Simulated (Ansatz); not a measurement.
We consider cubic perovskite CsPbBr3 (cubic high-temperature phase), described by r²SCAN (Ansatz, a quantum-chemistry and plane-wave program, plane waves, PAW).

Numerical settings: plane-wave cutoff 600 eV, 4×4×4 k mesh, scalar-relativistic PAW data made under PBE.

Computed at the level's own relaxed cell.

Hill averages of the elastic tensor: K = 21.2 GPa, G = 9.2 GPa. Volume 42.015 Å³/atom, mean atomic mass 115.963 u.

Problem. Work out the density, the sound velocities of a polycrystal and the elastic Debye temperature at this level.

Solution. ρ = 1.66054 × 115.963/42.015 = 4.583 g/cm³. v_l = √[(K + 4G/3)/ρ] = 2.702 km/s and v_t = √(G/ρ) = 1.417 km/s. The mean follows from 3/v_m³ = 1/v_l³ + 2/v_t³: v_m = 1.585 km/s. Θ_D = (ħ/k_B) v_m (6π²/V)^(1/3) = 76.38 K Å s/km × 1.585 × 1.1212 Å⁻¹ = 136 K, counting all atoms of the cell.

Note: the relaxation could not lower the start's symmetry, so the cell can be a saddle point above a distorted one.
